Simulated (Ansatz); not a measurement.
## hypothetical cubic perovskite NaZnCl3 with two functionals

Take NaZnCl₃ in the cubic perovskite structure (space group Pm-3m, No. 221; a = 4.913 Å; a hypothetical phase, not in the database extracts checked) as the base.

(Cell as relaxed with PBE.)

Levels (all Ansatz, a program for electronic structure, PAW): PBE (420 eV, without spin-orbit coupling); r2SCAN (500 eV, without spin-orbit coupling).

Each level relaxes its own structure.

```csv
quantity,PBE,r2SCAN
volume per atom,23.72 Å³,___
lattice parameter a,4.913 Å,___
band gap,1.58 eV,___
gap character,"indirect, R → Γ",___
electron mass,0.23 mₑ,___
```

### Question
Predict the r2SCAN column.

### Answer

- volume per atom, r2SCAN: 22.94 Å³
- lattice parameter a, r2SCAN: 4.859 Å
- band gap, r2SCAN: 2.34 eV
- gap character, r2SCAN: indirect, R → Γ
- electron mass, r2SCAN: 0.27 mₑ

PBE's volume per atom lies 0.78 Å³ above r2SCAN's (3.4 %); PBE's lattice parameter a lies 0.054 Å above r2SCAN's (1.1 %); PBE's band gap lies 0.76 eV below r2SCAN's; the two agree on the gap character. Neither level is exact; r2SCAN is the comparison here, not a measurement.

Effective masses come from finite differences of ±0.01 Å⁻¹. Stability against distortions was not tested. Many cubic perovskites are stable only at high temperature; tilts and polar distortions were not tested.
